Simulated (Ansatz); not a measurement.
Take ZnCu$_{2}$SnS$_{4}$ (space group I-4, No. 82; a = 5.3175 Å, c = 10.6431 Å) as the base.

Computed with LDA (Ansatz, a quantum-chemistry and plane-wave program; PAW; 420 eV plane waves; without spin-orbit coupling).

Strains are applied to the cell and any free atomic positions relax.

One change was made to it. Results:

```tsv
quantity	base	after
energy relative to the base (free energy F)	0 meV/atom	+11 meV/atom
mean gap deformation potential ΔEg/Δln V	–	-2.9 eV
pressure (mean of the normal stresses, compression positive)	0.00 GPa	4.45 GPa
electron mass	–	0.063 mₑ (at Γ)
```

What was done to the base?
(A) isotropic strain −0.75 %
(B) isotropic strain −1.50 %
(C) isotropic strain −3.00 %
(D) isotropic strain −2.25 %

B, isotropic strain −1.50 %. For comparison, the energy relative to the base in the other runs: isotropic strain −3.00 % gives +47 meV/atom; isotropic strain −2.25 % gives +26 meV/atom; isotropic strain −0.75 % gives +2.7 meV/atom.

Effective masses come from finite differences of ±0.01 Å⁻¹. Whether these cells are dynamically stable was not tested. The final runs are not spin-polarised.
